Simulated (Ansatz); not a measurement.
GaS (R-3m, No. 166, 4 atoms in the cell; start mp-9889; a measured phase of this formula has another space group), treated with HSE06 in Ansatz (PAW).

Numerical settings: plane-wave cutoff 460 eV, 8×8×8 k mesh, Fermi–Dirac smearing 0.01 eV, scalar-relativistic PAW data made under PBE.

Cell (relaxed with PBEsol):

```
CELL_PARAMETERS angstrom
      1.78933     1.03307     7.96512
     -1.78933     1.03307     7.96512
      0.00000    -2.06614     7.96512
ATOMIC_POSITIONS crystal
  Ga 0.94909 0.94909 0.94909
  Ga 0.05091 0.05091 0.05091
  S  0.23712 0.23712 0.23712
  S  0.76288 0.76288 0.76288
```

Problem. What does this level give for the band gap, smallest direct gap on the k points sampled and direct gap at Γ?

Solution. 
- band gap = 2.62 eV (on the SCF k mesh) (indirect)
- smallest direct gap on the k points sampled = 2.83 eV
- direct gap at Γ = 4.61 eV

Note: cell and atoms aren't relaxed at this level (pressure 1.1 GPa); the cell has widely spaced layers and the level no dispersion term, so their spacing and the moduli can rest on weak binding.

Spin–orbit coupling is not included.

The computed numbers hold no vibrational or temperature effects.

A start named mp-… is a Materials Project structure, which need not be a measured phase.

Ansatz is a first-principles code.
